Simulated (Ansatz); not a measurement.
Take Cu in the fcc (Cu type) structure (space group Fm-3m, No. 225; relaxed with 0.1 eV smearing) as the base.

```
Cu
1.0
    0.00000     1.78189     1.78189
    1.78189     0.00000     1.78189
    1.78189     1.78189     0.00000
Cu
1
Direct
  0.00000   0.00000   0.00000
```

Cartesian axes are those of the cell as printed.

Level of theory: PBEsol in Ansatz (plane waves to 420 eV, PAW, scalar-relativistic without spin-orbit coupling).

Base values:

```
Quantity    Value
--------  -------
Pressure  0.0 GPa
```

Now apply this change: biaxial strain −0.50 %, plane normal [001], relaxed out of plane (Cartesian); in-plane vectors clamped, the third vector and the atoms free.

How does this affect the out-of-plane strain and pressure?

The out-of-plane strain amounts to +0.69 %; the pressure (mean of the normal stresses, compression positive) goes from zero to 0.5 GPa.

Stability against distortions was not tested. All final runs are without spin polarisation.

Ansatz is an electronic-structure program.
